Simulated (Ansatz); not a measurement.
Structures of equal composition on the (111)B surface of 3C silicon carbide (C plane on top): (√3x√3)R30° Ga adatom at H3; (√3x√3)R30° Ga adatom at T4. The slabs share one bottom face, and each structure is named by its start. These are constructed structures in small cells; real faces may alloy, dewet or reconstruct in larger ones, and not all known structures of the face are among them. Slabs of about 11 Å, Fermi-Dirac smearing of 0.025 eV. Bottom of the slabs: H caps. Relaxed from the named starts with such symmetry as they have, on meshes of like density; energies extrapolated to zero smearing; spin only where a row says so; no spin-orbit coupling, no U. Brackets mark spin-polarised runs, whose order is one that fits the cell. Where a second, spin-polarised start was run, the lower counts.

These are r2SCAN, at the PBE geometry (plane waves to 500 eV, PAW; Ansatz, a first-principles code) values and carry that method's errors.

Put the candidates in order of energy per 1x1 cell, lowest first, for r2SCAN, at the PBE geometry.

(√3x√3)R30° Ga adatom at H3 (0.000 eV, gap 1.31 eV on the mesh), (√3x√3)R30° Ga adatom at T4 (0.194 eV, gap 0.94 eV on the mesh)
